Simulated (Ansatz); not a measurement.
The reference is PbSe in the rock salt structure (space group Fm-3m, No. 225; a = 6.2178 Å).

The values are results of Ansatz (an electronic-structure program) PBE, no spin-orbit coupling, not measurements.

Strains are applied to the cell and any free atomic positions relax.

One change was made to it. Results:

The band gap rises by 0.16 eV to 0.59 eV; the pressure decreases by 2.42 GPa, from -0.01 GPa to -2.43 GPa.

Problem. What was done to the base?
(A) isotropic strain −3.00 %
(B) isotropic strain +2.50 %
(C) isotropic strain −1.50 %
(D) isotropic strain +2.00 %

Solution. D, isotropic strain +2.00 %. For comparison, the pressure in the other runs: isotropic strain +2.50 % gives -2.94 GPa; isotropic strain −3.00 % gives 5.19 GPa; isotropic strain −1.50 % gives 2.32 GPa.

With Pb present, leaving out spin-orbit coupling can change the band edges. Stability against distortions was not tested. A zero or small gap of PbSe under isotropic strain −3.00 % and PbSe under isotropic strain −1.50 % can be the functional's error rather than a property of the material.
